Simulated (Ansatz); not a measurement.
## A computed series for GaAs: pressure series

Consider GaAs in the zinc blende structure (space group F-43m, No. 216; a = 5.6667 Å).

Cell and atoms are relaxed at each pressure.

Computed with Ansatz (a program for electronic structure) r2SCAN, no spin-orbit coupling.

Computed cases, in order: pressure −2 GPa; pressure −1 GPa; 0 GPa (base); pressure 0.9 GPa; pressure 2.1 GPa; pressure 4.5 GPa; pressure 9 GPa; pressure 15 GPa; pressure 22.5 GPa; pressure 30 GPa.

Between which two neighbouring cases does the gap turn between direct and indirect?

Between pressure 4.5 GPa (1.41 eV, direct at Γ) and pressure 9 GPa (1.56 eV, indirect, Γ → Γ–X (87 % along)). The whole series: pressure −2 GPa: 0.73 eV, direct at Γ; pressure −1 GPa: 0.85 eV, direct at Γ; 0 GPa (base): 0.96 eV, direct at Γ; pressure 0.9 GPa: 1.06 eV, direct at Γ; pressure 2.1 GPa: 1.18 eV, direct at Γ; pressure 4.5 GPa: 1.41 eV, direct at Γ; pressure 9 GPa: 1.56 eV, indirect, Γ → Γ–X (87 % along); pressure 15 GPa: 1.46 eV, indirect, Γ → Γ–X (87 % along); pressure 22.5 GPa: 1.34 eV, indirect, Γ → Γ–X (93 % along); pressure 30 GPa: 1.23 eV, indirect, Γ → X.

Load acts through the strain it causes; cell and atoms are relaxed under it. No phonon test of stability was made. Measured, GaAs leaves this structure (for a Cmcm phase) near 15 GPa (room temperature; as listed in arXiv:1906.07825).
